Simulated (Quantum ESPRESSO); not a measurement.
Input and output of a self-consistent single point for KBr (Fm-3m, 2 atoms in the cell) (Quantum ESPRESSO).

Level of theory: PBE, GBRV 1.5 ultrasoft (PBE) pseudopotentials (plane waves; Quantum ESPRESSO 7.5).

```
KBr
1.0
   -3.29882     0.00000     3.29882
    0.00000     3.29882     3.29882
   -3.29882     3.29882     0.00000
K Br
1 1
Direct
  0.00000   0.00000   0.00000
  0.50000   0.50000   0.50000
```

Reference input (self-consistent single point, DFT, PBE, plane waves, GBRV 1.5 ultrasoft (PBE) pseudopotentials): ecutwfc = 40 Ry; ecutrho = 200 Ry; occupations = fixed; potentials = {K: k_pbe_v1.4.uspp.F.UPF, Br: br_pbe_v1.4.uspp.F.UPF}; K_POINTS = automatic 9 9 9 0 0 0; nbnd = 14; conv_thr = 1e-11 Ry; mixing_beta = 0.5. This run's input differs from it in these lines:

```diff
@@ -12,4 +12,4 @@
     ntyp = 2
-    ecutwfc = 40
-    ecutrho = 200
+    ecutwfc = 70
+    ecutrho = 350
     occupations = 'fixed'
```

Log, with long lists cut:

```
     Self-consistent Calculation

     iteration #  1     ecut=    70.00 Ry     beta= 0.50
     c_bands:  2 eigenvalues not converged

     Threshold (ethr) on eigenvalues was too large:
     Diagonalizing with lowered threshold

     total energy              =    -104.08029281 Ry
     estimated scf accuracy    <       0.09068795 Ry

     iteration #  2     ecut=    70.00 Ry     beta= 0.50

     total energy              =    -104.09653767 Ry
     estimated scf accuracy    <       0.00466394 Ry

     iteration #  3     ecut=    70.00 Ry     beta= 0.50
     c_bands:  1 eigenvalues not converged

     total energy              =    -104.09759824 Ry
     estimated scf accuracy    <       0.00077827 Ry

   [... 7 blocks of this kind left out ...]

     iteration # 11     ecut=    70.00 Ry     beta= 0.50

     total energy              =    -104.09770287 Ry
     estimated scf accuracy    <          2.9E-11 Ry

     iteration # 12     ecut=    70.00 Ry     beta= 0.50
     End of self-consistent calculation

     highest occupied, lowest unoccupied level (ev):     1.1036    5.5419

!    total energy              =    -104.09770287 Ry
     estimated scf accuracy    <          6.8E-13 Ry

     convergence has been achieved in  12 iterations

     Forces acting on atoms (cartesian axes, Ry/au):

     atom    1 type  1   force =     0.00000000    0.00000000    0.00000000
     atom    2 type  2   force =     0.00000000    0.00000000    0.00000000

     Total force =     0.000000     Total SCF correction =     0.000000

          total   stress  (Ry/bohr**3)                   (kbar)     P=        6.70
   0.00004552  -0.00000000  -0.00000000            6.70       -0.00       -0.00
  -0.00000000   0.00004552   0.00000000           -0.00        6.70        0.00
  -0.00000000   0.00000000   0.00004552           -0.00        0.00        6.70

   JOB DONE.
```

The run converged in 12 iterations. Against the reference run the free energy falls by 20.4 meV/atom, the pressure goes from 0.16 to 0.67 GPa and the gap on the mesh hardly changes (4.437 to 4.438 eV). The full log also holds: “c_bands:  2 eigenvalues not converged”.

The starting cell comes from a database of computed structures (which also holds hypothetical and non-ambient phases and stackings), without a prior relaxation at this level. Its lattice was rescaled by a random factor within 2.5 % of one.

Cost on one core of a shared machine: roughly 60 s.
